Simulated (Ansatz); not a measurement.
Consider GeSe in the wurtzite structure (space group P6_3mc, No. 186; a = 4.790 Å, c = 5.862 Å; a hypothetical phase, not in the database extracts checked).

Method: PBE (Ansatz, a first-principles code), spin-orbit coupling left out, earlier PAW set.

Before the change:

| Property | Value |
|---|---|
| Width of the top valence band | 2.10 eV |
| Band gap | 0.92 eV |
| Pressure | 0.0 kbar |
| Gap character | indirect, H → K–Γ (73 % along) |

Now apply this change: the cell is scaled by 1.0372 in all directions; the atoms relax in the strained cell.

Problem. What happens to the largest internal atomic displacement?

Solution. The largest internal atomic displacement amounts to 0.061 Å.

Problem. What does the calculation give for the width of the top valence band after the change?

Solution. The width of the top valence band drops by 0.38 eV to 1.72 eV.

Problem. What does the calculation give for the energy relative to the base after the change?

Solution. The energy increases by 33 meV/atom.

Problem. Predict the new band gap.

Solution. The band gap grows by 0.172 eV (0.92 eV → 1.10 eV).

Problem. What happens to the pressure?

Solution. The pressure (mean of the normal stresses, compression positive) goes from zero to -27.9 kbar.

Problem. What happens to the gap character?

Solution. The gap character changes from indirect, H → K–Γ (73 % along) to indirect, k = (1/4, 3/8, 0) in the run's primitive reciprocal basis → K–Γ (73 % along).

Gaps are Kohn–Sham eigenvalue differences; semilocal functionals usually give less than the measured gap. No phonon test of stability was made.
